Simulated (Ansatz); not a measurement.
Response to strain in MgO

Start from MgO in the rock salt structure (space group Fm-3m, No. 225; a = 4.208 Å). Axes: x, y, z lie along the cube axes.

Strains are applied to the cell and any free atomic positions relax; under biaxial strain the out-of-plane vector relaxes too.

All numbers come from Ansatz (a program for electronic structure), r2SCAN, PAW, cutoff 500 eV, no spin-orbit coupling, earlier PAW set.

Notes on the quantities. pressure: mean of the normal stresses, compression positive; energy relative to the base: free energy F.

| variant | band gap | pressure | shortest interatomic distance | energy relative to the base |
|---|---|---|---|---|
| base | 5.68 eV | 0.0 kbar | 2.104 Å | 0 meV/atom |
| biaxial strain −1.89 %, plane normal [001], relaxed out of plane | 5.90 eV | 49.3 kbar | 2.064 Å | +7.8 meV/atom |
| biaxial strain −3.04 %, plane normal [111], relaxed out of plane | 6.07 eV | 95.7 kbar | (withheld) | +24 meV/atom |
| biaxial strain −0.14 %, plane normal [111], relaxed out of plane | 5.70 eV | 3.9 kbar | 2.102 Å | 0.0 meV/atom |
| isotropic strain −0.63 % | 5.87 eV | 32.8 kbar | 2.091 Å | +1.8 meV/atom |
| uniaxial strain ε_xx = −5.34 % | 6.19 eV | (withheld) | 1.991 Å | +32 meV/atom |
| uniaxial strain ε_xx = +4.97 % | 5.12 eV | -66.4 kbar | 2.104 Å | +18 meV/atom |
| uniaxial strain ε_yy = −0.16 % | 5.69 eV | 2.7 kbar | 2.100 Å | 0.0 meV/atom |
| uniaxial strain ε_zz = +2.37 % | 5.41 eV | -35.4 kbar | 2.104 Å | +4.6 meV/atom |
| tensor shear ε_xz = −0.69 % | 5.62 eV | 0.1 kbar | 2.104 Å | +0.9 meV/atom |

Q: Some entries are withheld; estimate them.

A: 
- biaxial strain −3.04 %, plane normal [111], relaxed out of plane, shortest interatomic distance: 2.069 Å
- uniaxial strain ε_xx = −5.34 %, pressure: 114.4 kbar

No phonon test of stability was made.
